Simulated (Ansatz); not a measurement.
Consider Bi$_{2}$Pd (space group C2/m, No. 12).

```
CELL_PARAMETERS angstrom
      6.35063    -2.12592     0.00000
      6.35063     2.12592     0.00000
     -1.23806     0.00000     5.50742
ATOMIC_POSITIONS crystal
  Bi 0.15622 0.15622 0.31556
  Bi 0.84378 0.84378 0.68444
  Bi 0.57327 0.57327 0.79265
  Bi 0.42673 0.42673 0.20735
  Pd 0.22410 0.22410 0.83155
  Pd 0.77590 0.77590 0.16845
```

Levels (all Ansatz, a quantum-chemistry and plane-wave program, PAW): PBEsol (420 eV, scalar-relativistic without spin-orbit coupling); PBEsol+SOC (420 eV, spin-orbit coupling included).

The geometry is relaxed with PBEsol.

| Quantity | Value |
|---|---|
| PBEsol pressure | 0.0 GPa |

Question: What does PBEsol+SOC give at this geometry for the pressure?

Answer: The pressure goes from zero to 0.8 GPa.

Single points use the geometry relaxed with PBEsol. Differences between runs with and without spin-orbit coupling are approximate. No phonon test of stability was made. The runs without spin-orbit coupling are not spin-polarised.
